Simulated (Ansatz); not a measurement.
The reference is Ta2N in the anti-CdI2 type structure (space group P-3m1, No. 164; relaxed with 0.1 eV smearing).

```
CELL_PARAMETERS angstrom
      3.06549     0.00000     0.00000
     -1.53275     2.65479     0.00000
      0.00000     0.00000     4.88883
ATOMIC_POSITIONS crystal
  N  0.00000 0.00000 0.00000
  Ta 0.33333 0.66667 0.25726
  Ta 0.66667 0.33333 0.74274
```

Cartesian axes are those of the cell as printed.

Calculations: Ansatz (a program for electronic structure) r2SCAN+rVV10, scalar-relativistic without spin-orbit coupling.

Now apply this change: a pure shear with ε_xy = ε_yx = 0.0164; the atoms relax in the strained cell.

Task: Predict the stress tensor and what it implies for the stiffness.

Result: Stress of the strained cell less that of the base (GPa, compression positive):
```
    0.2    -5.0     1.7
   -5.0     0.2    -0.1
    1.7    -0.1     0.3
```

Then −Δσ/γ with γ = 2ε = 0.0328 gives secant stiffness values (nonlinear terms included at this strain): C66 ≈ 152 GPa.

As a check, the harmonic strain energy −½ V₀ Δσ:ε is 6.7 meV/atom; the computed energy rise is 6.8 meV/atom.

Stability against distortions was not tested. All final runs are without spin polarisation.
